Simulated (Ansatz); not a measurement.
Hypothetical P6/mmm Cs3P: response to strain

The parent structure is Cs$_{3}$P (space group P6/mmm, No. 191; a = 6.359 Å, c = 6.899 Å; a hypothetical phase, not in the database extracts checked). Axes: x lies along a and z along c of the hexagonal cell.

Strains are applied to the cell and any free atomic positions relax; under biaxial strain the out-of-plane vector relaxes too.

All numbers come from PBEsol/PAW in Ansatz (a first-principles code), no spin-orbit coupling.

Notes on the quantities. pressure: mean of the normal stresses, compression positive.

| variant | pressure | volume per atom | space group |
|---|---|---|---|
| base | 0.0 GPa | 60.40 Å³ | P6/mmm (No. 191) |
| biaxial strain −0.89 %, plane normal [001], relaxed out of plane | 0.2 GPa | 59.39 Å³ | P6/mmm (No. 191) |
| biaxial strain +1.14 %, plane normal [001], relaxed out of plane | -0.2 GPa | 61.71 Å³ | P6/mmm (No. 191) |
| biaxial strain +2.87 %, plane normal [001], relaxed out of plane | -0.4 GPa | 63.70 Å³ | P6/mmm (No. 191) |
| isotropic strain −5.43 % | 2.1 GPa | 51.08 Å³ | P6/mmm (No. 191) |
| isotropic strain −4.10 % | 1.5 GPa | 53.27 Å³ | P6/mmm (No. 191) |
| isotropic strain −1.82 % | 0.5 GPa | 57.16 Å³ | P6/mmm (No. 191) |
| uniaxial strain ε_zz = +0.99 % | -0.1 GPa | 61.00 Å³ | P6/mmm (No. 191) |
| tensor shear ε_xy = +0.54 % | 0.0 GPa | 60.40 Å³ | P2/m (No. 10) |
| tensor shear ε_yz = +3.88 % | 0.0 GPa | 60.31 Å³ | C2/m (No. 12) |

Stability against distortions was not tested. The final runs are not spin-polarised.
